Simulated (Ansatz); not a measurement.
The starting structures come from a database of crystals and need not be the phases stable at ambient conditions.

The decay constant κ of evanescent states in the gap governs leakage through a thin film.

Here is the system:

```
CELL_PARAMETERS angstrom
      6.12723     0.00000     0.00000
     -3.06362     5.30634     0.00000
      3.06362     1.76878     5.00286
ATOMIC_POSITIONS crystal
  Na 0.00000 0.00000 0.00000
  In 0.00000 0.50000 0.50000
  H  0.63712 0.81856 0.81856
  H  0.36288 0.18144 0.18144
  H  0.63712 0.45569 0.18144
  H  0.36288 0.54431 0.81856
  H  0.63712 0.81856 0.54431
  H  0.36288 0.18144 0.45569
  H  0.63712 0.18144 0.18144
  H  0.36288 0.81856 0.81856
  N  0.50000 0.75000 0.75000
  N  0.50000 0.25000 0.25000
  F  0.48602 0.74301 0.25699
  F  0.51398 0.25699 0.74301
  F  0.00000 0.74301 0.25699
  F  0.00000 0.25699 0.74301
  F  0.00000 0.25699 0.25699
  F  0.00000 0.74301 0.74301
```

Space group of this cell: Fm-3m. The cell was relaxed by PBE-D3(BJ); by r2SCAN its mean pressure is -2.8 GPa.

Transport runs along the normal of the first two printed cell vectors, the (111) plane of the conventional cell.

No gap correction and no spin-orbit coupling; mid-gap values are interpolated between computed energies.

Problem. Predict the band gap and the smallest decay constant κ at mid-gap from r2SCAN (Ansatz, a program for electronic structure).

Solution. Gap 5.94 eV on a 8×8×8 mesh; κ = 0.488 1/Å, at the zone centre.
